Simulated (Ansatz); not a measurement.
Consider a periodic stack without vacuum, rock-salt NbN (1 1 0) on zinc-blende GaSb (1 1 0) (film strained to the substrate, started from cuts of the bulks and a machine-learned relaxation; slabs Ga6Sb6 and N12Nb12, which can lie off the formulas): substrate slab Ga6Sb6, film N12Nb12, surface cells [[0, -1], [1, -1]] and [[1, 0], [1, 2]], film strained by -0.6 and -0.6 %, outermost planes GaSb/GaSb and NNb/NNb as cut, which need not be the usual terminations and can put a slab off its formula. Its start:

```xyz
36
Lattice="4.3930 0.0000 0.0119 4.3930 6.2126 0.0356 0.0638 1.1315 23.3655" Properties=species:S:1:pos:R:3 pbc="T T T"
Ga     8.2735     5.8864     3.4728
Ga     6.2279     2.9390     0.9643
Ga     8.0270     5.8604     7.7436
Ga     5.8580     2.8242     5.4503
Ga     8.4233     5.7299    12.2828
Ga     5.9279     2.5725     9.7311
Sb     4.0212     1.2875     1.2654
Sb     6.0755     4.3536     3.2324
Sb     3.6619     1.2673     5.5570
Sb     5.8305     4.3068     7.6842
Sb     3.7390     1.0276    10.0175
Sb     6.2192     4.0510    11.9992
N      4.1147     5.8142    14.3389
N      4.1587     2.5652    14.4337
N      6.3165     4.2112    15.9030
N      1.9679     1.0101    15.8729
N      4.2800     2.7034    17.5132
N      4.2893     5.6329    17.5049
N      6.4745     7.3357    19.1451
N      1.9877     4.0684    19.0981
N      4.1813     5.7223    20.7444
N      4.1483     2.5563    20.7248
N      1.9514     4.2294    22.2798
N      6.3581     7.1794    22.2113
Nb     4.1106     4.1642    15.7569
Nb     4.1628     1.0895    15.9183
Nb     6.3082     5.7286    14.3687
Nb     1.9505     2.6210    14.4097
Nb     4.2917     7.2421    19.0297
Nb     4.1679     4.1718    19.2177
Nb     2.1069     2.5789    17.4396
Nb     6.5026     5.7229    17.5863
Nb     4.1436     4.1336    22.2594
Nb     4.1587     7.2455    22.2269
Nb     6.3745     5.7143    20.6967
Nb     1.9490     2.5786    20.8663
```

The start was prepared with a machine-learned potential, and the result is one local minimum, with the in-plane cell held and forces under 0.04 eV/Å; the film can end far from its bulk form.

All values below come from PBE (plane waves to 420 eV, PAW; Ansatz, a first-principles code). Scalar-relativistic, without spin–orbit coupling; the runs are not spin-polarised. Its k-point mesh 9×5×1, Fermi–Dirac width 0.05 eV.

Question: Predict the relaxed interface.

Answer: 
* **interface area**: 27.3 Å²
* **period**: 23.31 Å
* **heights between the nearest atoms of the two slabs at the two interfaces**: 2.02 and 2.01 Å
* **Ga–Nb contacts across the interfaces within 1.22 times the sum of covalent radii**: 4, mean 3.21 Å
* **Nb–Sb contacts across the interfaces within 1.22 times the sum of covalent radii**: 4, mean 2.95 Å
* **Ga–N contacts across the interfaces within 1.22 times the sum of covalent radii**: 2, mean 2.03 Å
